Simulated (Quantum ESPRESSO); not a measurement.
Input and output of a self-consistent single point for Cs (Im-3m, 1 atom in the cell) (Quantum ESPRESSO).

Method: PBEsol, PseudoDojo standard norm-conserving (PBESOL) pseudopotentials (plane waves; Quantum ESPRESSO 7.5).

```yaml
crystal:
  lattice:
    - [-3.15975, 3.15975, 3.15975]
    - [3.15975, -3.15975, 3.15975]
    - [3.15975, 3.15975, -3.15975]
  atoms:
    - { symbol: Cs, position: [0.00000, 0.00000, 0.00000] }
```

Reference input (self-consistent single point, DFT, PBEsol, plane waves, PseudoDojo standard norm-conserving (PBESOL) pseudopotentials): ecutwfc = 50 Ry; occupations = smearing; smearing = marzari-vanderbilt; degauss = 0.0073499 Ry; potentials = {Cs: Cs.upf}; K_POINTS = automatic 8 8 8 1 1 1; conv_thr = 1e-10 Ry. This run's input differs from it in these lines:

```diff
@@ -18,3 +18,3 @@
 &ELECTRONS
- conv_thr = 1.0d-10,
+ conv_thr = 7.3e-04,
 /
```

The program printed (abridged):

```
     Self-consistent Calculation

     iteration #  1     ecut=    50.00 Ry     beta= 0.70

     Threshold (ethr) on eigenvalues was too large:
     Diagonalizing with lowered threshold

     c_bands:  1 eigenvalues not converged

     total energy              =     -46.74086507 Ry
     estimated scf accuracy    <       0.00142517 Ry

     iteration #  2     ecut=    50.00 Ry     beta= 0.70
     End of self-consistent calculation

     the Fermi energy is     1.7975 ev

!    total energy              =     -46.74116967 Ry
     estimated scf accuracy    <       0.00007422 Ry
     smearing contrib. (-TS)   =       0.00011091 Ry
     internal energy E=F+TS    =     -46.74128059 Ry

     convergence has been achieved in   2 iterations

     Forces acting on atoms (cartesian axes, Ry/au):

     atom    1 type  1   force =     0.00000000    0.00000000    0.00000000

     Total force =     0.000000     Total SCF correction =     0.000000

          total   stress  (Ry/bohr**3)                   (kbar)     P=       -0.77
  -0.00000521  -0.00000000  -0.00000000           -0.77       -0.00       -0.00
  -0.00000000  -0.00000521  -0.00000000           -0.00       -0.77       -0.00
  -0.00000000  -0.00000000  -0.00000521           -0.00       -0.00       -0.77

   JOB DONE.
```

The run converged in 2 iterations. Against the reference run the free energy is nearly the same (within 1 meV/atom) and the pressure goes from -0.25 to -0.08 GPa.

The starting cell comes from a database of computed structures (which also holds hypothetical and non-ambient phases and stackings), without a prior relaxation at this level. Its lattice was rescaled by a random factor within 2.5 % of one.
